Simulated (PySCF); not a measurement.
PySCF 2.14.0, WB97X/def2-svp, df: W(NH)2(Cl)2 ([NH]=[W](=[NH])([Cl])[Cl]), 7 atoms. The geometry is a generated start, not checked to be a minimum at this level.

```yaml
task: energy
method: wb97x
basis: def2-svp
two_electron_scheme: density fitting
mol.max_memory: 3000 MB
mf.max_cycle: 100
mf.init_guess: minao (default)
mf.DIIS: CDIIS (default)
mf.diis_space: 8 (default)
mf.conv_tol: 1e-09 (default)
mf.grids.level: 3 (default)
effective_core_potentials: those of the basis set, past Kr
basis_functions: 106
grid_points: 109488
```

```xyz
7

W      0.0651     0.2862     0.2934
N     -1.4629    -0.5931     0.0788
H     -2.2215    -1.2019    -0.2236
N      1.2801    -0.2064    -0.9027
H      1.8023    -0.6361    -1.6647
Cl    -0.3102     2.4506     0.1006
Cl     0.8472    -0.0994     2.3181
```

Charge 0 and multiplicity 1 are set for this test and not shown to be the ground state.

One run each on 2 threads, 1 BLAS thread. Values of level_shift (Hartree) tried: 0 (default), 0.1, 0.3, 1.

Task: How does the count of Fock builds change with level_shift (Hartree), and where is it least?

Result: Fewest Fock builds, within one of each other: 0 (default) with 14, 0.1 with 15. The count rises to 29 at 1. All converge to one solution.

| level_shift (Hartree) | Fock builds | end |
|---|---|---|
| 0 (default) | 14 | same solution |
| 0.1 | 15 | same solution |
| 0.3 | 17 | same solution |
| 1 | 29 | same solution |
